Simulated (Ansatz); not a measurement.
# Refining one setting for NaCd4As3 (R-3m, 8 atoms in the cell)

```xyz
8
Lattice="2.2273 1.2859 11.2270 -2.2273 1.2859 11.2270 0.0000 -2.5719 11.2270" Properties=species:S:1:pos:R:3 pbc="T T T"
Na     0.0000     0.0000    16.8405
Cd     0.0000     0.0000     3.2226
Cd     0.0000     0.0000    30.4584
Cd     0.0000     0.0000    10.0733
Cd     0.0000     0.0000    23.6077
As     0.0000     0.0000     7.4277
As     0.0000     0.0000    26.2533
As     0.0000     0.0000     0.0000
```

Method of the run: r2SCAN, default PAW files made with PBE (plane waves; Ansatz, a first-principles code).

The starting cell comes from a database of published, mostly measured structures (it also holds non-ambient and calculated ones), without a prior relaxation at this level. Ansatz's pressure includes its estimate of the finite-basis (Pulay) stress. A gap is left out here, as mesh or smearing make it unsure.

Held fixed: kpoints.mp_grid.grid = 4 4 4; kpoints.mp_grid.shift = 0.5 0.5 0.5; hamiltonian.xc = r2scan; hamiltonian.pseudopotentials = {kind: paw} (the program's default PAW files); scf.occupations.method = methfessel_paxton; scf.occupations.width = 0.136 eV.

ΔF is the free energy per atom less that of the last row (1000 eV).

The first pressure column holds Ansatz's estimate of the finite-basis (Pulay) stress, which hides part of the cutoff error; the other is without it.

```csv
basis.ecutwfc,ΔF (meV/atom),pressure (GPa),largest force (eV/Å),pressure at a fixed set of plane waves (GPa),plane waves,iterations
200 eV,8608.4,0.64,0.301,-289.03,1225,9
250 eV,1132.4,0.93,0.123,-54.65,1709,8
300 eV,97.3,1.27,0.189,-5.53,2305,7
350 eV,11.3,1.14,0.175,0.74,2849,8
400 eV,6.7,1.13,0.173,1.03,3541,8
450 eV,3.9,1.13,0.173,1.02,4233,8
500 eV,2.1,1.12,0.173,1.07,4865,8
575 eV,1.12,1.12,0.173,1.10,6019,8
650 eV,0.65,1.12,0.173,1.11,7253,8
750 eV,0.26,1.12,0.173,1.11,8961,8
875 eV,0.06,1.12,0.173,1.12,11395,8
1000 eV,0.00,1.12,0.173,1.12,13911,8
```

Largest force within 0.005 eV/Å of the last row: from basis.ecutwfc = 350 eV on; the one before it is off by 0.017 eV/Å. The value it settles on is 0.173 eV/Å at this level of theory and with the other settings as held.

Keys are those of Ansatz 0.2.
